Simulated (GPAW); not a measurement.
GPAW run on PdPt3 (I4mm, 4 atoms in the cell): self-consistent single point.

Level of theory: PBEsol, GPAW PAW datasets PBEsol (made by gpaw-setup) (plane waves; GPAW).

```yaml
crystal:
  lattice:
    - [-1.97785, 1.97785, 3.92748]
    - [1.97785, -1.97785, 3.92748]
    - [1.97785, 1.97785, -3.92748]
  atoms:
    - { symbol: Pd, position: [0.00636, 0.00636, 0.00000] }
    - { symbol: Pt, position: [0.75000, 0.25000, 0.50000], spin: 1.0 }
    - { symbol: Pt, position: [0.25000, 0.75000, 0.50000], spin: 1.0 }
    - { symbol: Pt, position: [0.50000, 0.50000, 0.00000], spin: 1.0 }
```
(The spins are starting values, not results.)

Reference input (self-consistent single point, DFT PBEsol, plane waves, GPAW PAW datasets PBEsol (made by gpaw-setup)): spinpol = true; mode = pw; ecut = 550 eV; xc = PBEsol; kpts = 5 5 5; mesh shift (steps) = 0 0 0; occupations.name = fermi-dirac; occupations.width = 0.1 eV; nbands = -8; convergence.density = 1e-05 e/electron; convergence.energy = 1e-05 eV/electron; symmetry.symmorphic = false. This run's input differs from it in these lines:

```diff
@@ -21,3 +21,3 @@
             occupations={'name': 'fermi-dirac', 'width': 0.1},
-            nbands=-8,
+            nbands=33,
             convergence={'density': 1e-05, 'energy': 1e-05},
```

Output (repeated stretches shortened):

```
     iter     time        total  log10-change:  magmom
                         energy   eigst   dens
iter:   1 --:--:--   -32.562483                   +2.9923
iter:   2 --:--:--   -31.728817   -0.95  -1.20    +1.6421
iter:   3 --:--:--   -29.499064   +0.32  -1.21    +0.5198
iter:   4 --:--:--   -26.609372   -0.71  -1.45    +0.1713
iter:   5 --:--:--   -27.596236   -0.90  -1.89    +0.1410
   [... 21 lines left out ...]
iter:  27 --:--:--   -26.488718   -3.27  -4.20    -0.0375
iter:  28 --:--:--   -26.489190   -3.22  -4.13    -0.0379
iter:  29 --:--:--   -26.489633   -3.45  -4.07    -0.0364
   [... lines left out ...]
iter: 120 --:--:--   -26.495671c  -5.14  -4.34    -0.0135

Did not converge!

Here are some tips:

1) Make sure the geometry and spin-state is physically sound.
2) Use less aggressive density mixing.
3) Solve the eigenvalue problem more accurately at each scf-step.
4) Use a smoother distribution function for the occupation numbers.
5) Try adding more empty states.
6) Use enough k-points.
7) Don't let your structure optimization algorithm take too large steps.
8) Solve the Poisson equation more accurately.
9) Better initial guess for the wave functions.

See details here:

    https://gpaw.readthedocs.io/documentation/convergence.html
Traceback (most recent call last):
   [... frames left out ...]
gpaw.KohnShamConvergenceError: Did not converge!  See text output for help.
```

The run ended unconverged after 120 iterations. 

The starting cell comes from a database of computed structures (which also holds hypothetical and non-ambient phases and stackings), without a prior relaxation at this level. Its lattice was rescaled by up to half a per cent. One atom was moved a little off its site on purpose.

Cost on one core of a shared machine: roughly 7 min.
